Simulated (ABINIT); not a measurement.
Band structure of TiPt3 (Pm-3m, 4 atoms in the cell).

```
TiPt3
1.0
    3.92453     0.00000     0.00000
    0.00000     3.92453     0.00000
    0.00000     0.00000     3.92453
Ti Pt
1 3
Direct
  0.00000   0.00000   0.00000
  0.50000   0.50000   0.00000
  0.00000   0.50000   0.50000
  0.50000   0.00000   0.50000
```

Computed with PBE, norm-conserving pseudopotentials (PseudoDojo nc-sr-05 PBE standard) (plane waves; ABINIT 10.0.3).

Settings: pseudos = [Ti.upf, Pt.upf]; ecut = 84 Ry; occopt = 7; tsmear = 0.00367493 Ha; ngkpt = 6 6 6; nshiftk = 1; shiftk = 0 0 0; potentials = PseudoDojo nc-sr-05 PBE standard; kptopt = 1; nstep = 50; tolvrs1 = 1e-10; ndtset = 2; getden2 = 1.

The starting cell comes from a database of computed structures (which also holds hypothetical and non-ambient phases and stackings), without a prior relaxation at this level. Spin-orbit coupling is off. Spin polarisation is off.

Levels in eV from the Fermi level, bands 30 to 37:
| point | 30 | 31 | 32 | 33 | 34 | 35 | 36 | 37 |
|---|---|---|---|---|---|---|---|---|
| Γ | -0.01 | -0.01 | -0.01 | 1.32 | 1.32 | 1.55 | 1.55 | 1.55 |
| X | -2.64 | -2.58 | -1.39 | -0.23 | -0.23 | -0.01 | 0.42 | 0.71 |
| M | -3.07 | -2.42 | -2.28 | -2.24 | 0.17 | 0.17 | 0.33 | 1.41 |
| R | -0.69 | -0.69 | -0.69 | -0.49 | -0.49 | -0.49 | 1.13 | 1.13 |

Bands cross the Fermi level along this path, so the cell is metallic at this level.
